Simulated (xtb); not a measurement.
xtb 6.7.1, GFN2-xTB: Ta(NH)(OMe)(OSiH3)2 (C[O][Ta](=[NH])([O][SiH3])[O][SiH3]), 18 atoms. The geometry is a generated start, not checked to be a minimum at this level.

```json
{
 "method": "GFN2-xTB",
 "--acc": "1 (default)",
 "--etemp (K)": "300 (default)",
 "detailed input (--input)": "none: ANC optimiser, Lindh (1995) Hessian, microcycle=20, maxdispl=1.0, hlow=0.01 (default)",
 "basis_functions": "60",
 "valence_electrons": "50"
}
```

```xyz
18

Ta    -0.3553    -0.1472     0.0881
N     -1.3791    -1.6221     0.1034
H     -2.0125    -2.4070     0.0793
O     -1.2239     1.3036    -0.6371
C     -2.2481     1.9159    -1.3517
H     -3.0334     1.1849    -1.5903
H     -2.6877     2.7340    -0.7635
H     -1.8500     2.3311    -2.2870
O      0.2334     0.1678     1.8968
Si     0.7690    -0.0765     3.3963
H     -0.2065     0.5345     4.3078
H      2.0703     0.6020     3.5005
H      0.9018    -1.5217     3.6219
O      1.1999    -0.5523    -0.9740
Si     2.2387    -1.0251    -2.1122
H      3.5799    -0.6646    -1.6315
H      1.9045    -0.2845    -3.3404
H      2.0990    -2.4728    -2.3065
```

Charge 0 and multiplicity 1 are set for this test and not shown to be the ground state.

The structure is relaxed from this start with --opt LEVEL for the levels crude, sloppy, loose, lax, normal, tight, vtight, extreme, once each. Up to the end of the extreme run atoms move by at most 0.40 Å along an axis.

Q: What is the loosest level that ends within 5 meV of the extreme run, and how many cycles does it take?

A: lax: 10 cycles against 44, ending 1.1 meV above.

| level | cycles | energy above the extreme run (meV) | gradient norm (eV/Å) |
|---|---|---|---|
| crude | 1 | 13 | 0.17 |
| sloppy | 1 | 13 | 0.17 |
| loose | 1 | 13 | 0.17 |
| lax | 10 | 1.1 | 0.069 |
| normal | 13 | 0.37 | 0.020 |
| tight | 15 | 0.30 | 0.014 |
| vtight | 38 | 0.012 | 0.0054 |
| extreme | 44 | — | 0.0014 |
